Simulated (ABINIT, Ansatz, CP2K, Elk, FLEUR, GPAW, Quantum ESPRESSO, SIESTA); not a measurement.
## Code comparison for CsPbBr3 (Pm-3m, 5 atoms in the cell)

Self-consistent single point, at a second geometry (lattice scaled by 0.98). First geometry:

```xyz
5
Lattice="5.8700 0.0000 0.0000 0.0000 5.8700 0.0000 0.0000 0.0000 5.8700" Properties=species:S:1:pos:R:3 pbc="T T T"
Cs     0.0000     0.0000     0.0000
Pb     2.9350     2.9350     2.9350
Br     2.9350     0.0000     2.9350
Br     0.0000     2.9350     2.9350
Br     2.9350     2.9350     0.0000
```

Shared settings, as Ansatz (a first-principles code) writes them: kpoints.mp_grid.grid = 3 3 3; scf.occupations.method = fermi_dirac; scf.occupations.width = 0.01 eV. Potentials and cutoffs stand in the table.

| code | model | ΔF from the first geometry (meV/atom) | pressure (GPa) | cutoff |
|---|---|---|---|---|
| ABINIT | PBE, PAW (JTH v2.0 PBE PAW) | 29.1 | 2.71 | 21 Ha |
| FLEUR | PBE, all-electron FLAPW (FLEUR), scalar-relativistic valence | 29.9 | – | Kmax 3.9 1/bohr |
| Ansatz | PBE, default PAW files | 28.5 | 2.78 | 420 eV |
| SIESTA | GGA PBE, numerical atomic orbitals DZP, PseudoDojo PBE standard norm-conserving potentials (rewritten from UPF to PSML) | 21.0 | 2.40 | grid 350 Ry |
| Elk | PBE, all-electron FP-LAPW, Elk's shipped species files, APW+lo basis with extra local orbitals | 41.3 | – | rgkmax 8 |
| CP2K | PBE, GPW, DZVP-MOLOPT-SR-GTH basis, GTH-PBE potentials (GTH_POTENTIALS) | 30.5 | 2.94 | grid 500 Ry |
| Quantum ESPRESSO | PBE, PseudoDojo standard norm-conserving (PBE) pseudopotentials | 27.9 | 2.74 | 65 Ry |
| GPAW | PBE, GPAW PAW datasets PBE (gpaw-data 1.0.1) | 27.9 | 2.72 | 550 eV |

A dash marks a value that a program does not give, or that is left out as unsure.

On Ansatz's run: spin-orbit coupling is off.

The spread over the programs that give each value: ΔF from the first geometry within 20.3 meV/atom; pressure within 0.54 GPa.

SIESTA and CP2K use small atom-centred bases, whose incompleteness enters pressures, forces and empty levels differently from a plane-wave cutoff. FLEUR and Elk treat all electrons, but the usual bases taken here (sphere radii, linearisation, local orbitals, empty states) were not tested for convergence, so the values are no reference for the others. Ansatz's pressure is given at a fixed set of plane waves, as the other plane-wave codes print theirs.

The shared mesh is coarse (it stands for a supercell whose shortest vector is 17 Å), so the values are not converged in it.

This mesh misses zone-boundary points where a band edge of such crystals can lie, so no gaps are given.

The starting cell has typed, rounded lattice constants, without a prior relaxation at this level. For this run, on top of that: lattice scaled by 0.98.

Keys are those of Ansatz 0.2.
